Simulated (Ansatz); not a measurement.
Structure of amorphous Si$_{30}$N$_{40}$C (periodic cell):

```
CN40Si30
1.0
    9.27765     0.00000     0.00000
    0.00000     9.27765     0.00000
    0.00000     0.00000     9.27765
Si N C
30 40 1
Direct
  0.66211   0.19025   0.42478
  0.61130   0.89114   0.54725
  0.41367   0.42717   0.65787
  0.51051   0.66422   0.75900
  0.00595   0.59610   0.77556
  0.33616   0.17955   0.88511
  0.09729   0.79054   0.93977
  0.14273   0.78805   0.29565
  0.54858   0.43102   0.89021
  0.35091   0.91247   0.75016
  0.64332   0.71678   0.05137
  0.84334   0.87361   0.76488
  0.00598   0.52336   0.44213
  0.91814   0.22586   0.51302
  0.75581   0.45708   0.62487
  0.60030   0.18266   0.09307
  0.12739   0.00161   0.54412
  0.76319   0.68895   0.35976
  0.11977   0.03796   0.09370
  0.39122   0.14182   0.54346
  0.23877   0.69210   0.56630
  0.17104   0.24673   0.32660
  0.38214   0.91269   0.07231
  0.94855   0.56492   0.12594
  0.46405   0.70041   0.30990
  0.88498   0.21066   0.20738
  0.99824   0.15883   0.82053
  0.82893   0.96327   0.00557
  0.44169   0.37871   0.31014
  0.84986   0.34255   0.92516
  0.05686   0.15173   0.21437
  0.82146   0.55333   0.47800
  0.28685   0.84743   0.91504
  0.52101   0.53488   0.28557
  0.01846   0.88082   0.43158
  0.59083   0.49610   0.70058
  0.86432   0.03715   0.84052
  0.15639   0.13317   0.92901
  0.76529   0.09640   0.11020
  0.03387   0.34307   0.42358
  0.42414   0.32317   0.51104
  0.50678   0.80469   0.14992
  0.02448   0.13082   0.63490
  0.38799   0.35344   0.83389
  0.80134   0.87980   0.57987
  0.08966   0.58375   0.59826
  0.52259   0.84010   0.70645
  0.00004   0.78224   0.77749
  0.73323   0.82566   0.92626
  0.36471   0.09403   0.72314
  0.28501   0.34332   0.23420
  0.99837   0.90070   0.05886
  0.66098   0.30836   0.95726
  0.57677   0.24905   0.26743
  0.78305   0.66306   0.16937
  0.29057   0.72100   0.38774
  0.83227   0.14029   0.37218
  0.90111   0.38206   0.10585
  0.22681   0.86815   0.62477
  0.23926   0.10720   0.44210
  0.74936   0.28233   0.57572
  0.55259   0.05791   0.49857
  0.05524   0.60769   0.96962
  0.35618   0.60315   0.67392
  0.23374   0.91623   0.18490
  0.60229   0.76450   0.41866
  0.54319   0.60878   0.93632
  0.44537   0.09139   0.02075
  0.86459   0.47739   0.78090
  0.04048   0.62359   0.28184
  0.88306   0.83799   0.45719
```

Methods: PBE, scalar-relativistic without spin-orbit coupling (Ansatz, a program for electronic structure); r2SCAN, scalar-relativistic without spin-orbit coupling (Ansatz); HSE06, scalar-relativistic without spin-orbit coupling (Ansatz). Neutral PBE cell, which sets geometry, pressure and energy: sampling: a 2×2×2 Γ-centred mesh; Fermi-Dirac width 0.02 eV; no spin polarisation. Exact exchange is cut at the faces of this 9 Å cell, which leaves hybrid gaps a finite-size error.

A CHGNet melt-quench gave the starting glass, which DFT then relaxed. N atoms were pushed apart under 1.9 Å during the dynamics, to hinder bonds among them. The hot cell started wider than the set density and was brought back towards it in steps. It is the lowest in DFT energy of 2 quenches. It is a model cell: composition and starting density were chosen by hand, and all elements were melted together. No dispersion term was used. Its density started from a set value of 2.94 and ended at 2.94 g/cm³. The quench (nominally 380 K/ps over its main leg) was far faster than any real one, so the model tends to hold more defects than a real film. Values belong to this one cell and scatter from quench to quench. The volume was held where the preparation left it. Cycles of charging lowered its energy after that relaxation.

Task: Give the pressure, the energy against reference phases and the spacing of the highest filled and lowest empty levels.

Result: 
```yaml
Pressure on a 2×2×2 Γ-centred mesh: 31.9 kbar
Largest force and stress component on that mesh (the relaxation ran on the zone centre alone): 0.11 eV/Å and 6.5 GPa
Energy relative to beta Si3N4 + graphite (lowest mix at this level among the phases computed, not always the ambient ones): 0.340 eV/atom
Gap between localised states on a 2×2×2 Γ-centred mesh (PBE): 1.44 eV
Gap between localised states at the zone centre (PBE): 1.48 eV
Gap between localised states at the zone centre (r2SCAN): 1.80 eV
Gap between localised states at the zone centre (HSE06): 2.73 eV
Distance between the nearest levels spread over more than a fifth of the atoms or a third of the atoms of their main element (six at least) (PBE, zone centre): 3.22 eV
```

Task: At PBE and the zone centre, how localised are the states just below and above the Fermi level (participation number: the atoms over which a state spreads)?

Result: The highest filled state is spread over 4.7 atoms' worth, largest on N51, with weights by element (charge in smoothed Voronoi cells) N 0.88, Si 0.12, C 0.00. The lowest empty state is spread over 5.5 atoms' worth, largest on C71, with weights by element (charge in smoothed Voronoi cells) N 0.41, C 0.38, Si 0.21.

At PBE the levels at both edges of the gap are localised (band-tail or defect states), and the nearest spread-out levels lie 3.2 eV apart at the zone centre.

Bonds are counted up to Si-Si 2.60 Å, Si-N 2.08 Å, Si-C 2.19 Å, N-N 1.70 Å, N-C 1.76 Å, C-C 1.78 Å. Two cations that share two anions don't count as bonded, nor two that share one unless they lie closer than Si-Si 2.38 Å, Si-C 2.00 Å, C-C 1.63 Å.

Added carriers, by PBE, scalar-relativistic without spin-orbit coupling run with Ansatz on the zone centre alone. Charged cells keep the cell fixed and stand in a uniform background, with no image correction, at a width of 0.01 eV; where the count is odd the moment is locked at 1 μB, unless the neutral cell bore moments. Each starts from the undistorted neutral geometry alone. PBE's self-interaction favours spread-out carriers, so it can miss traps that a hybrid finds.

Task: What happens at PBE when the cell takes an extra electron and the atoms relax?

Result: Relaxation lowers the charged cell by 0.41 eV. The largest moves are C71 0.08 Å, Si12 0.08 Å, N34 0.07 Å, Si18 0.07 Å. The level that holds the added charge spreads over 6.2 atoms' worth, most on C71 (weight 0.36): a partly localised carrier. No bond crosses its cut-off with a change of over 0.15 Å. Made neutral again at that geometry, the cell lies +0.42 eV from the neutral start (a closed shell was imposed there, with levels 0.53 eV apart, so this is an upper bound).

Task: What happens at PBE when the cell takes a hole and the atoms relax?

Result: Relaxation lowers the charged cell by 0.35 eV. The largest moves are N34 0.29 Å, Si29 0.10 Å, N51 0.10 Å, N66 0.08 Å. The level that was emptied spreads over 4.1 atoms' worth, most on N34 (weight 0.41): a localised (trapped) carrier, which neighbours of that atom can share. No bond crosses its cut-off with a change of over 0.15 Å. Made neutral again at that geometry, the cell lies +0.45 eV from the neutral start (a closed shell was imposed there, with levels 0.46 eV apart, so this is an upper bound).

Ahead of the cycles of charging, a PBE run started with 1 μB on atoms that lack a bond or may hold spare charge lost its moments; other starts weren't tried.
